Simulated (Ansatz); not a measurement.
This Ansatz (a first-principles code) input is the reference run, YN in the rock salt structure (space group Fm-3m, No. 225), computed with PBEsol (Ansatz; PAW; 420 eV plane waves; no spin-orbit coupling):

Ansatz 0.2 input:
```yaml
crystal:
  lattice:
    - [0, 2.4280829652, 2.4280829652]
    - [2.4280829652, 0, 2.4280829652]
    - [2.4280829652, 2.4280829652, 0]
  atoms:
    - { symbol: Y, position: [0, 0, 0] }
    - { symbol: N, position: [0.5, 0.5, 0.5] }
basis: { ecutwfc: 420, ecutrho_ratio: 4, xc_grid: 2, fft_grid_basis: typed }
kpoints: { mp_grid: { grid: [12, 12, 12] } }
hamiltonian:
  xc: pbesol
  dispersion: none
  pseudopotentials: { kind: paw }
scf: { occupations: { method: fermi_dirac, width: 0.05 }, convergence: { dr2_threshold: 0.0000000002 } }
output: { forces: true, stress: true }
checkpoint: { write: state.ck, write_every: 1000 }
```

**Question.** Write the input for this change: compressive biaxial strain of 2.50 % in the plane normal to [001], as in epitaxy on a mismatched substrate; the out-of-plane cell vector and the atoms relax.

**Answer.** 
Ansatz 0.2 input:
```yaml
crystal:
  lattice:
    - [3.3479821635, 0, 0]
    - [0, 3.3479821635, 0]
    - [1.6739910817, -1.6739910817, 2.4584340023]
  atoms:
    - { symbol: Y, position: [0, 0, 0] }
    - { symbol: N, position: [0.5, 0.5, 0] }
basis: { ecutwfc: 420, ecutrho_ratio: 4, xc_grid: 2, fft_grid_basis: typed }
kpoints: { mp_grid: { grid: [12, 12, 12] } }
hamiltonian:
  xc: pbesol
  dispersion: none
  pseudopotentials: { kind: paw }
scf: { occupations: { method: fermi_dirac, width: 0.05 } }
relax: { f_tol: 0.005, max_steps: 50, cell: { stress_tol: 0.01, fix: [a, b, gamma] } }
output: { forces: true, stress: true }
checkpoint: { write: state.ck, write_every: 1000 }
```
This is the input that was run; other choices of cell and start would serve too.

No phonon test of stability was made. The final runs are not spin-polarised.
